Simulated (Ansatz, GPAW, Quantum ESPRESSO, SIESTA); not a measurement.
# Code comparison for MgCd3 (P-6m2, 4 atoms in the cell)

Self-consistent single point.

```
CELL_PARAMETERS angstrom
      3.13458     0.00000     0.00000
     -1.56729     2.71463     0.00000
      0.00000     0.00000    10.03841
ATOMIC_POSITIONS crystal
  Mg 0.00000 0.00000 0.50000
  Cd 0.00000 0.00000 0.00000
  Cd 0.66667 0.33333 0.74779
  Cd 0.66667 0.33333 0.25221
```

Shared settings, as Ansatz (a program for electronic structure) writes them: kpoints.mp_grid.grid = 4 4 1; scf.occupations.method = gaussian; scf.occupations.width = 0.05 eV. Potentials and cutoffs stand in the table.

| code | model | pressure (GPa) | largest force (eV/Å) | cutoff |
|---|---|---|---|---|
| SIESTA | GGA PBEsol, numerical atomic orbitals TZP, PseudoDojo PBEsol standard norm-conserving potentials (rewritten from UPF to PSML) | -6.60 | 0.333 | grid 300 Ry |
| GPAW | PBEsol, GPAW PAW datasets PBEsol (made by gpaw-setup) | -2.19 | 0.038 | 850 eV |
| Quantum ESPRESSO | PBEsol, GBRV 1.5 ultrasoft (PBESOL) pseudopotentials | -2.04 | 0.016 | 40 Ry |
| Ansatz | PBEsol, PAW files made with PBE | -1.87 | 0.027 | default |

The spread over the programs that give each value: pressure within 4.73 GPa; largest force within 0.317 eV/Å.

SIESTA uses small atom-centred bases, whose incompleteness enters pressures, forces and empty levels differently from a plane-wave cutoff. Ansatz's pressure is given at a fixed set of plane waves, as the other plane-wave codes print theirs. In the pressure, SIESTA (by 4.56) lies more than 1 GPa from the median of the plane-wave programs. In the force vectors, SIESTA (by 0.306) lies more than 0.08 eV/Å from the median of the plane-wave programs.

On the base mesh (10 10 3) the same programs gave: Ansatz pressure -0.86 GPa; Quantum ESPRESSO pressure -1.03 GPa; GPAW pressure -1.18 GPa; SIESTA pressure -5.64 GPa.

The values differ from the base mesh's, so the mesh still matters here: the table compares the programs at equal settings.

The starting cell comes from a database of computed structures (which also holds hypothetical and non-ambient phases and stackings), without a prior relaxation at this level.

Left out of this page: CP2K (on another mesh); Elk (not drawn, or without a comparable value).

Keys are those of Ansatz 0.2.
